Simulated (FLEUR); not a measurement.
FLEUR run on CaCd2Au4 (I4/mmm, 7 atoms in the cell): self-consistent single point.

Computed with LDA (Perdew-Zunger), all-electron FLAPW (FLEUR), scalar-relativistic valence run with FLEUR.

The change in words: lattice scaled by 0.98. Reference geometry:
```
Ca(CdAu2)2
1.0
   -3.55592     3.55592     2.75291
    3.55592    -3.55592     2.75291
    3.55592     3.55592    -2.75291
Ca Cd Au
1 2 4
Cartesian
  0.00000   0.00000   0.00000
  3.55592   0.00000   1.37645
  0.00000   3.55592   1.37645
  2.15951   2.15951   0.00000
  1.39641   1.39641   2.75291
  1.39641  -1.39641   2.75291
 -1.39641   1.39641   2.75291
```

Reference input (self-consistent single point, DFT, LDA (Perdew-Zunger), all-electron FLAPW (FLEUR), scalar-relativistic valence): Kmax = 4.1 1/bohr; GmaxXC = 14.3 1/bohr; xcFunctional = pz; jspins = 1; l_soc = F; mode = gauss; fermiSmearingEnergy = 0.00367493 Htr; mesh (inpgen div1-3) = 5 5 5; inpgen gamma flag = false; Gmax = 14.3 1/bohr; numbands = 0; maxIterBroyd = 15. This run's input differs from it in these lines:

```diff
@@ -3,5 +3,5 @@
 &input film=f /
--6.7197092519 6.7197092519 5.2022364971
-6.7197092519 -6.7197092519 5.2022364971
-6.7197092519 6.7197092519 -5.2022364971
+-6.5853157094 6.5853157094 5.0981919561
+6.5853157094 -6.5853157094 5.0981919561
+6.5853157094 6.5853157094 -5.0981919561
 1.0
@@ -49,5 +49,5 @@
          <bravaisMatrix>
-            <row-1>   -6.7197092519000003     6.7197092519000003     5.2022364971000004</row-1>
-            <row-2>    6.7197092519000003    -6.7197092519000003     5.2022364971000004</row-2>
-            <row-3>    6.7197092519000003     6.7197092519000003    -5.2022364971000004</row-3>
+            <row-1>   -6.5853157093999997     6.5853157093999997     5.0981919561000000</row-1>
+            <row-2>    6.5853157093999997    -6.5853157093999997     5.0981919561000000</row-2>
+            <row-3>    6.5853157093999997     6.5853157093999997    -5.0981919561000000</row-3>
          </bravaisMatrix>
```

Output, abridged:

```
 Iteration:     1   Distance:      15.01640471 me/bohr^3
 Iteration:     2   Distance:      13.06055434 me/bohr^3
 Iteration:     3   Distance:       5.81576884 me/bohr^3
 Iteration:     4   Distance:       4.08324700 me/bohr^3
 Iteration:     5   Distance:       1.84933389 me/bohr^3
   [... 11 lines left out ...]
 Iteration:    17   Distance:       0.00009391 me/bohr^3
 Iteration:    18   Distance:       0.00003723 me/bohr^3
 Iteration:    19   Distance:       0.00001471 me/bohr^3
 Iteration:    20   Distance:       0.00000626 me/bohr^3
 Reset of history
 Run finished successfully
 Stop message:
   Structural relaxation: new displacements generated

[file out, last iteration]
             iter=     21
[...]
          total density-effective poten   -1.5379219645E+05
          total charge density-energy d   -1.7537484081E+03
 Updated energy parameters for spin:           1
[...]
 fermi energy and band-weighting factors:
   [... 8 lines left out ...]

[...]
FERMIE:
          first approx. to ef    (T=0)  :   0.385188 htr   (energy of the highest occ. eigenvalue)
          number of occ. states  (T=0)  :       1028
          first approx. to seigv (T=0)  : -57.343618 htr
          sum of weights of occ. states :  57.056000
          sum of semicore charge        :   0.000000 e
          fermi energy=   0.38437 har   work function= -10.45925 ev
   [... lines left out ...]
          total moment                 =     0.00000
 Direct bandgap for spin            1 :    6.1631644397294183E-003  Htr
 ---->    free energy=                    -88010.5780405131 htr
   [... lines left out ...]
 TOTAL FORCE FOR ATOM TYPE=  1  X=  0.000   Y=  0.000   Z=  0.000
                       FX_TOT= 0.000000 FY_TOT= 0.000000 FZ_TOT= 0.000000
 TOTAL FORCE FOR ATOM TYPE=  2  X=  0.000   Y=  6.585   Z= -2.549
                       FX_TOT= 0.000000 FY_TOT= 0.000000 FZ_TOT= 0.000000
 TOTAL FORCE FOR ATOM TYPE=  3  X= -2.586   Y= -2.586   Z=  5.098
                       FX_TOT=-0.001554 FY_TOT=-0.001554 FZ_TOT= 0.000000
```

The run converged in 20 iterations. FLEUR gives forces in its relaxation mode, with a further iteration, so its stop message speaks of a relaxation. Against the reference run the total energy drops by 9.0 meV/atom and the largest force goes from 0.009 to 0.113 eV/Å.

The starting cell comes from a database of computed structures (which also holds hypothetical and non-ambient phases and stackings), without a prior relaxation at this level. Its lattice was rescaled by a random factor within 2.5 % of one. For this run, on top of that: lattice scaled by 0.98. Spin-orbit coupling is off. Values depend on the basis (sphere radii, cutoffs, local orbitals), which need not be converged. The log's line on a gap gives a spacing of levels on this mesh, which the program prints for metals too.

Cost on one core of a shared machine: roughly 3 min.
